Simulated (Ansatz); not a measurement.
**Habitual settings against a tight run: YSbPb2O6 (C2/m, 10 atoms in the cell)**

Self-consistent single point.

```
YSb(PbO3)2
1.0
    5.03385    -2.92393     0.00000
    5.03385     2.92393     0.00000
   -3.41842     0.00000     4.85952
Y Sb Pb O
1 1 2 6
Cartesian
  0.00000   0.00000   0.00000
  3.32463   0.00000   2.42976
 -0.00936   0.00000   3.53375
  6.65863   0.00000   1.32578
  2.22558  -1.40530   3.32907
  4.42368   1.40530   1.53046
  4.42368  -1.40530   1.53046
  2.22558   1.40530   3.32907
  4.62368   0.00000   3.93106
  2.02559   0.00000   0.92846
```

Method: LDA (PW92), default PAW files made with PBE (plane waves; Ansatz, a first-principles code).

Base settings: basis.ecutwfc = 420 eV; kpoints.mp_grid.grid = 5 5 5; hamiltonian.xc = lda; hamiltonian.pseudopotentials = {kind: paw} (the program's default PAW files); scf.occupations.method = fixed.

Tight run (finer mesh or higher cutoff; not a proven limit): basis.ecutwfc: 420 eV → 590 eV; kpoints.mp_grid.grid: 5 5 5 → 7 7 7; scf.convergence.dr2_threshold: default (1e-07 eV) → 1e-09 eV. It gave top of the valence band (on the code's own zero) 9.34 eV; gap on the k-point mesh 2.42 eV; pressure -4.99 GPa; largest force (vector length) 0.146 eV/Å.

Quick runs, as changes from the base:
- A: the base itself
- B: basis.ecutwfc: 420 eV → 335 eV; kpoints.mp_grid.grid: 5 5 5 → 6 6 6
- C: basis.ecutwfc: 420 eV → 210 eV; kpoints.mp_grid.grid: 5 5 5 → 4 4 4; scf.occupations.method: fixed → gaussian; scf.occupations.width: default → 0.136 eV
- D: basis.ecutwfc: 420 eV → 295 eV; kpoints.mp_grid.grid: 5 5 5 → 4 4 4; kpoints.mp_grid.shift: default → 0.5 0.5 0.5
- E: basis.ecutwfc: 420 eV → 210 eV; kpoints.mp_grid.grid: 5 5 5 → 2 2 2; kpoints.mp_grid.shift: default → 0.5 0.5 0.5

Gaps are read on each run's own mesh, which may miss the band edges.

The count of work is k-points × plane waves × bands × iterations; it is no time. 

Pressures in the table are Ansatz's without its Pulay estimate, at a fixed set of plane waves; the tight run's value above holds the estimate.

The starting cell comes from a database of computed structures (which also holds hypothetical and non-ambient phases and stackings), without a prior relaxation at this level. Its lattice was rescaled by a random factor within 2.5 % of one. Spin-orbit coupling is off. In the base run, with a pressure of about -5 GPa the cell is away from its equilibrium volume at this level.

| run | energy less tight (meV/atom) | pressure less tight (GPa) | largest miss in a force vector (eV/Å) | gap on the mesh less tight (eV) | count of work / tight |
|---|---|---|---|---|---|
| A | 5.7 | -0.70 | 0.002 | 0.149 | 0.21 |
| B | 109.4 | -8.63 | 0.032 | -0.198 | 0.26 |
| C | 4564.5 | -208.87 | 2.744 | -0.140 | 0.038 |
| D | 370.8 | -24.43 | 0.112 | 0.110 | 0.063 |
| E | 4598.9 | -210.04 | 2.808 | 0.711 | 0.0055 |

Among the runs at the tight run's level, the energy misses run from 5.7 to 4598.9 meV/atom.

Left out of this page: 1 run of the series outside the window shown, repeating another row's setting, or not comparable.

Keys are those of Ansatz 0.2.
